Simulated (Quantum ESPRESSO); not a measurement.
Worked example: self-consistent single point of MgZn3 (P-6m2, 4 atoms in the cell) in Quantum ESPRESSO.

Method of the run: PBEsol, GBRV 1.5 ultrasoft (PBESOL) pseudopotentials (plane waves; Quantum ESPRESSO 7.5).

```xyz
4
Lattice="2.9772 0.0000 0.0000 -1.4886 2.5783 0.0000 0.0000 0.0000 8.7786" Properties=species:S:1:pos:R:3 pbc="T T T"
Mg     1.4886     0.8594     4.3893
Zn     1.4886     0.8594     0.0000
Zn     0.0000     0.0000     6.6702
Zn     0.0000     0.0000     2.1084
```

Reference input (self-consistent single point, DFT, PBEsol, plane waves, GBRV 1.5 ultrasoft (PBESOL) pseudopotentials): ecutwfc = 50 Ry; ecutrho = 250 Ry; occupations = smearing; smearing = marzari-vanderbilt; degauss = 0.0073499 Ry; potentials = {Mg: mg_pbesol_v1.4.uspp.F.UPF, Zn: zn_pbesol_v1.uspp.F.UPF}; K_POINTS = automatic 12 12 3 0 0 0; conv_thr = 1e-10 Ry; mixing_beta = 0.3. This run's input differs from it in these lines:

```diff
@@ -31,3 +31,3 @@
 K_POINTS automatic
-12 12 3  0 0 0
+20 20 6  0 0 0
 CELL_PARAMETERS angstrom
```

Log, with long lists cut:

```
     Self-consistent Calculation

     iteration #  1     ecut=    50.00 Ry     beta= 0.30

     total energy              =   -1507.75043278 Ry
     estimated scf accuracy    <       3.06058822 Ry

     iteration #  2     ecut=    50.00 Ry     beta= 0.30

     total energy              =   -1508.35433223 Ry
     estimated scf accuracy    <       4.28060930 Ry

     iteration #  3     ecut=    50.00 Ry     beta= 0.30

     total energy              =   -1508.82960236 Ry
     estimated scf accuracy    <       0.02217500 Ry

   [... 7 blocks of this kind left out ...]

     iteration # 11     ecut=    50.00 Ry     beta= 0.30

     total energy              =   -1508.82957129 Ry
     estimated scf accuracy    <          9.9E-10 Ry

     iteration # 12     ecut=    50.00 Ry     beta= 0.30
     End of self-consistent calculation

     Number of k-points >= 100: set verbosity='high' to print the bands.

     the Fermi energy is    10.8123 ev

!    total energy              =   -1508.82957129 Ry
     estimated scf accuracy    <          9.7E-11 Ry
     smearing contrib. (-TS)   =      -0.00004161 Ry
     internal energy E=F+TS    =   -1508.82952968 Ry

     convergence has been achieved in  12 iterations

     Forces acting on atoms (cartesian axes, Ry/au):

     atom    1 type  1   force =     0.00000000    0.00000000    0.00000000
     atom    2 type  2   force =     0.00000000    0.00000000    0.00000000
     atom    3 type  2   force =    -0.00000000    0.00000000    0.00946790
     atom    4 type  2   force =     0.00000000   -0.00000000   -0.00946790

     Total force =     0.013390     Total SCF correction =     0.000054

          total   stress  (Ry/bohr**3)                   (kbar)     P=      -41.40
  -0.00025340   0.00000000   0.00000000          -37.28        0.00        0.00
   0.00000000  -0.00025340   0.00000000            0.00      -37.28        0.00
   0.00000000   0.00000000  -0.00033744            0.00        0.00      -49.64

   JOB DONE.
```

The run converged in 12 iterations. Against the reference run the free energy goes up by 4.4 meV/atom, the pressure goes from -4.33 to -4.14 GPa and the largest force goes from 0.217 to 0.243 eV/Å.

The starting cell comes from a database of computed structures (which also holds hypothetical and non-ambient phases and stackings), without a prior relaxation at this level. With a pressure of about -4 GPa the cell is away from its equilibrium volume at this level.

Cost on one core of a shared machine: roughly 4 min.
